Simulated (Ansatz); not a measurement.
Nb: uniaxial strain ε_yy = −1.13 %

Consider Nb in the bcc (W type) structure (space group Im-3m, No. 229; a = 3.273 Å; relaxed with 0.1 eV smearing). Axes: x, y, z lie along the cube axes.

The change: uniaxial strain ε_yy = −1.13 %, all other strain components held at zero; the atoms relax in the strained cell.

The values are results of DFT with PBEsol, PAW potentials and a 420 eV plane-wave cutoff in Ansatz (a program for electronic structure), scalar-relativistic without spin-orbit coupling, earlier PAW set, not measurements. Settings: 28×28×28 k-points, 0.1 eV Fermi–Dirac smearing.

```json
[
 {"quantity": "volume per atom", "base": "17.53 Å³", "changed": "17.33 Å³", "shift": "-0.20 Å³"},
 {"quantity": "energy relative to the base (free energy F)", "base": "0 meV/atom", "changed": "+1.9 meV/atom", "shift": "+1.9 meV/atom"},
 {"quantity": "band gap", "base": "zero", "changed": "zero", "shift": "–"},
 {"quantity": "stress (xx, yy, zz, yz, xz, xy; compression positive)", "base": "–", "changed": "(1.6, 3.0, 1.6, 0.0, 0.0, 0.0) GPa", "shift": "–"}
]
```

Cost of the whole job for the changed cell (relaxation, final SCF and bands): about 30 core-seconds (a rough figure).

Stability against distortions was not tested. All final runs are without spin polarisation.
